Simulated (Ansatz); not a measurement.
The reference is AlNi in the CsCl type structure (space group Pm-3m, No. 221; a = 2.8931 Å; not spin-polarised; relaxed with 0.1 eV smearing).

Method: PBE/PAW in Ansatz (a first-principles code), scalar-relativistic without spin-orbit coupling, earlier PAW set.

For the base:

```
Item       Result
--------  -------
Pressure  0.0 GPa
```

Modification: the cell is scaled by 0.9852 in all directions, atoms relaxed at fixed cell.

Question: Estimate the effect on the energy relative to the base.

Answer: The energy goes up by 12 meV/atom.

Question: Estimate the effect on the pressure.

Answer: The pressure goes from zero to 7.8 GPa.

The cells carry an imposed strain or load. Whether these cells are dynamically stable was not tested. Seeded moments were not kept for the base. All final runs are without spin polarisation.
